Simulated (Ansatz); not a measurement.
# Alloy series in AlP

The parent structure is AlP in the zinc blende structure (space group F-43m, No. 216; a = 5.508 Å).

The other end (x = 1) is BP in the zinc blende structure (space group F-43m, No. 216): 11.76 Å³/atom, gap 1.25 eV.

B replaces a fraction x of Al; each row is one arrangement (x, atoms in the cell, starting space group or random), fully relaxed.

Computed with PBE (Ansatz, an electronic-structure program; PAW; 420 eV plane waves; no spin-orbit coupling).

Notes on the quantities. deviation of the volume from the linear: Vegard-type) interpolation; bowing parameter b of this ordering: Eg = [1−x] Eg[0] + x Eg[1] − b x [1−x].

```json
[
 {"change": "x(B) = 0.25, 8 atoms, Amm2", "deviation of the volume from the linear": "-0.6 %", "bowing parameter b of this ordering": "2.9 eV", "mixing energy": "+193 meV/atom"},
 {"change": "x(B) = 0.333, 6 atoms, P3m1", "deviation of the volume from the linear": "0.0 %", "bowing parameter b of this ordering": "2.0 eV", "mixing energy": "+0.249 eV/atom"},
 {"change": "x(B) = 0.5, 4 atoms, R3m", "deviation of the volume from the linear": "(withheld)", "bowing parameter b of this ordering": "3.3 eV", "mixing energy": "(withheld)"},
 {"change": "x(B) = 0.5, 8 atoms, Pmn2_1", "deviation of the volume from the linear": "-2.8 %", "bowing parameter b of this ordering": "3.8 eV", "mixing energy": "+189 meV/atom"},
 {"change": "x(B) = 0.5, 8 atoms, I-42d", "deviation of the volume from the linear": "-3.0 %", "bowing parameter b of this ordering": "2.2 eV", "mixing energy": "+160 meV/atom"},
 {"change": "x(B) = 0.667, 6 atoms, I-4m2", "deviation of the volume from the linear": "-2.1 %", "bowing parameter b of this ordering": "3.4 eV", "mixing energy": "+0.215 eV/atom"},
 {"change": "x(B) = 0.75, 8 atoms, P-43m", "deviation of the volume from the linear": "-0.6 %", "bowing parameter b of this ordering": "2.0 eV", "mixing energy": "+0.258 eV/atom"}
]
```

**Question.** Complete the table.

**Answer.** 
- x(B) = 0.5, 4 atoms, R3m, deviation of the volume from the linear: -0.8 %
- x(B) = 0.5, 4 atoms, R3m, mixing energy: +0.302 eV/atom

These are small ordered cells, not random alloys; other orderings at the same x differ. Whether these cells are dynamically stable was not tested.
